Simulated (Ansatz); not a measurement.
Start from PtSe2 in the CdI2 type structure (space group P-3m1, No. 164; a = 3.772 Å, c = 4.821 Å; layered; relaxed with 0.1 eV smearing).

Level of theory: PBE-D3(BJ) (Ansatz, an electronic-structure program), scalar-relativistic without spin-orbit coupling.

Strains are applied to the cell and any free atomic positions relax.

One change was made to it. Results:

The pressure (mean of the normal stresses, compression positive) goes from zero to 7.6 GPa; the largest internal atomic displacement comes out as 0.060 Å; the energy rises by 32 meV/atom.

Task: Which change produced these results?
A. isotropic strain −2.00 %
B. isotropic strain −2.50 %
C. isotropic strain −3.00 %
D. isotropic strain +3.00 %

Result: B, isotropic strain −2.50 %. For comparison, the energy relative to the base in the other runs: isotropic strain −3.00 % gives +47 meV/atom; isotropic strain −2.00 % gives +20 meV/atom; isotropic strain +3.00 % gives +36 meV/atom.

No phonon test of stability was made. All final runs are without spin polarisation.
